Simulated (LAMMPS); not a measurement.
MD of CdSe (zinc blende) at zero pressure, 216 atoms, as a liquid; each row is its own run.

Method: classical MD, pair style bop, file CdTeSe.bop.table; code LAMMPS.

```
T (K)  volume (Å³/atom)
-----  ----------------
1350             29.354
1500             30.165
1880             33.341
```

Q: Fit a straight line, y = a + b x, to these rows (x is the first column, y the second) and predict the run at x = 1650.

A: Least squares gives a = 18.836 and b = 0.007686. At x = 1650 the fit predicts 31.517 Å³/atom. The run itself gave 31.3 ± 0.3 Å³/atom, so the fit is 0.54 % high, within the run's error.

Caution (rows 1350; 1880): enthalpy drifts during the constant-pressure average: a transition or slow ageing; fluctuation values are void.

Caution: a run this short can hold a crystal over, or a liquid under, the potential's own melting point, which these runs don't give.

Caution: the real compound melts congruently only under the pressure of its own vapour and loses its more volatile element when open.
